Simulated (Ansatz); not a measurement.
# Au: isotropic strain +1.00 %

The parent structure is Au in the fcc (Cu type) structure (space group Fm-3m, No. 225; a = 4.083 Å; relaxed with 0.1 eV smearing).

Now apply this change: the cell is scaled by 1.0100 in all directions, atoms relaxed at fixed cell.

Method: PBEsol (Ansatz, an electronic-structure program), no spin-orbit coupling. Γ-centred 28×28×28 mesh, Fermi–Dirac width 0.1 eV.

- Volume per atom: 17.53 Å³ (base 17.02 Å³)
- Space group: Fm-3m (No. 225) (base Fm-3m (No. 225))
- Shortest interatomic distance: 2.916 Å (base 2.887 Å)
- Energy relative to the base (free energy F): +8.0 meV/atom
- Pressure: -4.8 GPa (base 0.0 GPa)
- Band gap: zero (base zero)

Whether these cells are dynamically stable was not tested.
